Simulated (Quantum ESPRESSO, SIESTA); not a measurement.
A Quantum ESPRESSO input for a self-consistent single point of ZrMnF₆ (P1, 8 atoms in the cell) (DFT, PBEsol, plane waves, GBRV 1.5 ultrasoft (PBESOL) pseudopotentials):

```fortran
&CONTROL
 calculation = 'scf'
 prefix = 'run'
 outdir = './work'
 pseudo_dir = './'
 tprnfor = .true.
 tstress = .true.
/
&SYSTEM
 ibrav = 0
 celldm(1) = 11.0522770119
 nat = 8
 ntyp = 3
 ecutwfc = 50
 ecutrho = 400
 occupations = 'smearing'
 smearing = 'fermi-dirac'
 degauss = 0.00147
 nspin = 2
 starting_magnetization(2) = 0.267
/
&ELECTRONS
 conv_thr = 1.0e-11
 mixing_beta = 0.3
/
ATOMIC_SPECIES
Zr    91.2240  zr_pbesol_v1.uspp.F.UPF
Mn    54.9380  mn_pbesol_v1.5.uspp.F.UPF
F     18.9984  f_pbesol_v1.4.uspp.F.UPF
ATOMIC_POSITIONS {crystal}
Zr    0.5019410000    0.5050920000    0.4954630000
Mn   -0.0164850000    0.0166650000   -0.0088960000
F     0.7481510000    0.2512420000    0.2646780000
F     0.2477160000    0.7354640000    0.7597240000
F     0.2568900000    0.7396930000    0.2486530000
F     0.7432670000    0.2466550000    0.7494000000
F     0.2641480000    0.2550980000    0.7438460000
F     0.7543720000    0.7500900000    0.2471320000
K_POINTS {automatic}
4 4 4  0 0 0
CELL_PARAMETERS {alat}
   0.0000000000     0.7071067812     0.7071067812
   0.7071067812     0.0000000000     0.7071067812
   0.7071067812     0.7071067812     0.0000000000
```

### Question
Write the same calculation as an input for SIESTA.

### Answer
This is the input that was run; spellings and numerical settings could be chosen otherwise.

```
# files in the folder: Zr.psml Mn.psml F.psml (PseudoDojo PBEsol standard)
SystemName  ZrMnF6
SystemLabel siesta

NumberOfAtoms                8
NumberOfSpecies              3
%block ChemicalSpeciesLabel
  1 40 Zr
  2 25 Mn
  3 9 F
%endblock ChemicalSpeciesLabel
LatticeConstant              5.848613 Ang
%block LatticeVectors
     0.000000000    0.707106796    0.707106796
     0.707106796    0.000000000    0.707106796
     0.707106796    0.707106796    0.000000000
%endblock LatticeVectors
AtomicCoordinatesFormat      Bohr
%block AtomicCoordinatesAndAtomicSpecies
     7.819477425    7.794851919    7.870103902  1
     0.060715823   -0.198356069    0.001406725  2
     4.031987040    7.915400454    7.810396233  3
    11.685103580    7.873284664    7.683689367  3
     7.724062381    3.950889332    7.788435689  3
     7.784309295   11.665401612    7.736379041  3
     7.806887235    7.877614252    4.057980196  3
     7.793429564    7.826893993   11.757581189  3
%endblock AtomicCoordinatesAndAtomicSpecies

XC.functional                GGA
XC.authors                   PBEsol
PAO.BasisSize                DZP
PAO.EnergyShift              0.01 Ry
MeshCutoff                   400 Ry
%block kgrid.MonkhorstPack
    4   0   0  0.0
    0   4   0  0.0
    0   0   4  0.0
%endblock kgrid.MonkhorstPack
OccupationFunction           FD
ElectronicTemperature        0.02 eV
Spin                         polarized
%block DM.InitSpin
  1 +0.00
  2 +4.00
  3 +0.00
  4 +0.00
  5 +0.00
  6 +0.00
  7 +0.00
  8 +0.00
%endblock DM.InitSpin

MaxSCFIterations             150
SCF.Mixer.Method             Broyden
SCF.Mixer.Weight             0.1
SCF.Mixer.History            8
SCF.DM.Tolerance             1.0E-05
Diag.ParallelOverK           true
WriteForces                  true
Charge.Mulliken              end
```

Basis, cutoffs, solver keys and any potentials are the target program's own. This input uses DFT, GGA PBEsol, numerical atomic orbitals DZP, PseudoDojo PBEsol standard norm-conserving potentials (rewritten from UPF to PSML).

The starting cell comes from a database of computed structures (which also holds hypothetical and non-ambient phases and stackings), without a prior relaxation at this level. Its lattice was rescaled by a random factor within 2.5 % of one. For this run, on top of that: atoms moved at random.
